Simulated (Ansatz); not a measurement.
## Sensitivity of a calculation on ScZnFeO₄ (R3m, 7 atoms in the cell) to its settings

```xyz
7
Lattice="1.6363 0.9447 8.6307 -1.6363 0.9447 8.6307 0.0000 -1.8894 8.6307" Properties=species:S:1:pos:R:3 pbc="T T T"
Sc     0.0000     0.0000     0.0000
Fe     0.0000     0.0000    20.2709
Zn     0.0000     0.0000     5.6212
O      0.0000     0.0000    22.5727
O      0.0000     0.0000     3.3194
O      0.0000     0.0000    18.3108
O      0.0000     0.0000     7.5812
```
Moments meant for the start (each program seeds them in its own way; μB, in the order of the atoms Sc Fe Zn O O O O): 0.0 4.0 0.0 0.0 0.0 0.0 0.0.

Base run A: PBE (Ansatz, a first-principles code), self-consistent single point.

Its settings: kpoints.mp_grid.grid = 6 6 6; hamiltonian.xc = pbe; hamiltonian.pseudopotentials = {kind: paw} (the program's default PAW files); magnetization.spin_polarized = true; scf.occupations.method = methfessel_paxton; scf.occupations.width = 0.1 eV.

The starting cell was generated: these elements placed on a structure prototype, without a prior relaxation; it need not be a known phase or ordering of this composition. The magnetic order is the one reached from the typed start; others were not searched systematically. In the base run, with a pressure of about 5 GPa the cell is away from its equilibrium volume at this level. In the base run, forces exceed 1 eV/Å. Ansatz's pressure includes its estimate of the finite-basis (Pulay) stress.

ΔF is the free energy per atom less that of run A. A dash stands where there is no value to compare (another energy zero or no entropy term, no result, no spin, no clean gap, or a mesh too coarse for one). 

Runs:
- B: scf.convergence.dr2_threshold: default (1e-07 eV) → 1e-10 eV
- C: kpoints.mp_grid.grid: 6 6 6 → 5 5 5; scf.occupations.width: 0.1 eV → 0.3 eV
- D: magnetization.spin_polarized: true → default
- E: crystal.symmetry.detect: default → false
- F: 3 x 1 x 1 supercell, mesh divided to match; kpoints.mp_grid.grid: 6 6 6 → 2 6 6
- G: scf.occupations.width: 0.1 eV → 0.15 eV
- H: scf.algorithm: default → direct_min
- I: scf.mixing.algorithm: default (the program chose MSR1) → broyden; scf.mixing.beta: default → 0.7
- J: scf.lower_state_search: default → off
- K: scf.mixing.algorithm: default (the program chose MSR1) → msr1; scf.mixing.ndim: default → 3

| run | ΔF (meV/atom) | pressure (GPa) | largest force (eV/Å) | size of the net moment (μB/atom) | k-points | valence electrons |
|---|---|---|---|---|---|---|
| A | 0.00 | 5.01 | 1.993 | 0.65 | 32 | 63 |
| B | 0.00 | 5.01 | 1.993 | 0.65 | 32 | 63 |
| C | -4.7 | 4.92 | 2.010 | 0.66 | 19 | 63 |
| D | 94.6 | -3.83 | 1.913 | – | 32 | 63 |
| E | 0.00 | 5.01 | 1.993 | 0.65 | 112 | 63 |
| F | 0.00 | 5.01 | 1.993 | 0.65 | 26 | 189 |
| G | -0.28 | 4.95 | 1.992 | 0.65 | 32 | 63 |
| H | 0.00 | 5.01 | 1.993 | 0.65 | 32 | 63 |
| I | 0.00 | 5.01 | 1.993 | 0.65 | 32 | 63 |
| J | 0.00 | 5.01 | 1.993 | 0.65 | 32 | 63 |
| K | 0.00 | 5.01 | 1.993 | 0.65 | 32 | 63 |

Run C against A: The free energy falls by 4.7 meV/atom, the pressure moves little (5.01 to 4.92 GPa), the largest force goes from 1.993 to 2.010 eV/Å and the size of the net moment hardly changes (0.65 to 0.66 μB/atom).

Run D against A: The free energy rises by 94.6 meV/atom, the pressure goes from 5.01 to -3.83 GPa, the largest force goes from 1.993 to 1.913 eV/Å and the net moment of 0.65 μB/atom is absent without spin.

Keys are those of Ansatz 0.2.
